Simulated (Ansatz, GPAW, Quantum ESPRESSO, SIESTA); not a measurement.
**One structure in several programs: ZrAlCo4 (F-43m, 6 atoms in the cell)**

Self-consistent single point.

```xyz
6
Lattice="0.0000 3.3786 3.3786 3.3786 0.0000 3.3786 3.3786 3.3786 0.0000" Properties=species:S:1:pos:R:3 pbc="T T T"
Zr     0.0000     0.0000     0.0000
Al     5.0679     5.0679     5.0679
Co     2.5454     2.5454     2.5454
Co     2.5454     4.2118     4.2118
Co     4.2118     4.2118     2.5454
Co     4.2118     2.5454     4.2118
```
Moments meant for the start (each program seeds them in its own way; μB, in the order of the atoms Zr Al Co Co Co Co): 0.0 0.0 3.0 3.0 3.0 3.0.

All programs got the same cell, k-point mesh and kind of occupations, and the same starting moments (in Ansatz's words: kpoints.mp_grid.grid = 7 7 7; magnetization.spin_polarized = true; scf.occupations.method = gaussian; scf.occupations.width = 0.05 eV); potentials, basis and cutoffs are each program's usual ones.

```tsv
code	model	pressure (GPa)	largest force (eV/Å)	size of the net moment (μB/atom)	k-points	cutoff
SIESTA	GGA PBEsol, numerical atomic orbitals DZP, PseudoDojo PBEsol standard norm-conserving potentials (rewritten from UPF to PSML)	-8.21	0.278	0.51	172	grid 350 Ry
GPAW	PBEsol, GPAW PAW datasets PBEsol (made by gpaw-setup)	-5.92	0.240	0.51	20	850 eV
Ansatz	PBEsol, PAW files made with PBE	-6.69	0.206	0.51	20	default
Quantum ESPRESSO	PBEsol, PSlibrary ultrasoft (PBE) pseudopotentials	-6.34	0.215	0.55	20	55 Ry
```

The spread over the programs that give each value: pressure within 2.29 GPa; largest force within 0.072 eV/Å; size of the net moment within 0.04 μB/atom.

The starting cell comes from a database of computed structures (which also holds hypothetical and non-ambient phases and stackings), without a prior relaxation at this level. On Ansatz's run: The magnetic order is the one reached from the typed start; others were not searched systematically. In the base run, with a pressure of about -7 GPa the cell is away from its equilibrium volume at this level.

**Question.** Why do the programs differ, and what cannot be compared?

**Answer.** Differences of this kind can come from the potentials, where these differ, and from what each basis and cutoff leave unconverged. The valence holds different numbers of electrons (SIESTA 83, GPAW 51, Ansatz (a quantum-chemistry and plane-wave program) 83, Quantum ESPRESSO 51). The zero of total energies and Fermi levels follows the potentials and each program's conventions, so they are not compared here. SIESTA uses small atom-centred bases, whose incompleteness enters pressures, forces and empty levels differently from a plane-wave cutoff. Ansatz's pressure is given at a fixed set of plane waves, as the other plane-wave codes print theirs; with its correction for the finite basis it is -6.60 GPa. Site moments depend on each program's spheres or projections; the total moment of the cell does not. The programs reduce the same mesh by symmetry to different extents, which changes the work and not the result. In the pressure, SIESTA (by 1.86) lies more than 1 GPa from the median of the plane-wave programs.

Left out of this page: ABINIT and FLEUR (stopped by limits of time or memory).

Keys are those of Ansatz 0.2.
